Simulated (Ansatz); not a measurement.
W (Im-3m), PBEsol, DFPT electron-phonon coupling, linearised Boltzmann equation run with Ansatz (a program for electronic structure): Condition of this run: hydrostatic pressure -4 GPa (the target of the relaxation). phonon-limited resistivity 5.38 μΩ·cm at 300 K, 7.32 μΩ·cm at 400 K, Drude plasma energy 7.72 eV.

Task: What Drude relaxation time do resistivity and plasma energy imply?

Result: ω_p = 1.17e16 s⁻¹, so τ = 1/(ε₀ ω_p² ρ) = 15.3 fs, a damping ħ/τ of 43.1 meV.

Task: What is the classical skin depth at 1 GHz (nonmagnetic, μ₀ = 1.257×10⁻⁶ H/m)?

Result: δ = √(ρ/(π f μ₀)) = 3690 nm.

Task: What temperature coefficient of resistance follows, and how does it compare with 1/T?

Result: (ρ₄₀₀ − ρ₃₀₀)/(100 K × ρ₃₀₀) = 3.61×10⁻³ K⁻¹, against 1/T = 3.33×10⁻³ K⁻¹ for a resistivity proportional to T. It lies higher because phonons are still being populated at 300 K; impurities would add a constant and lower it.

A metal at this level (no band gap). Only scattering by harmonic phonons is included (no impurities, grain boundaries, electron-electron scattering or thermal expansion). Spin-orbit coupling is left out, which matters with elements this heavy. The squared frequency of the phonon mode least converged on the k mesh is uncertain by about 20 %. The run warned that the eigensolver left some states short of its tolerance. Halving the electron mesh (36x36x36) moves the resistivity by up to 9 % at 300 K. Smearing 0.20 eV; phonons on a 6x6x6 q mesh, which this run doesn't test.
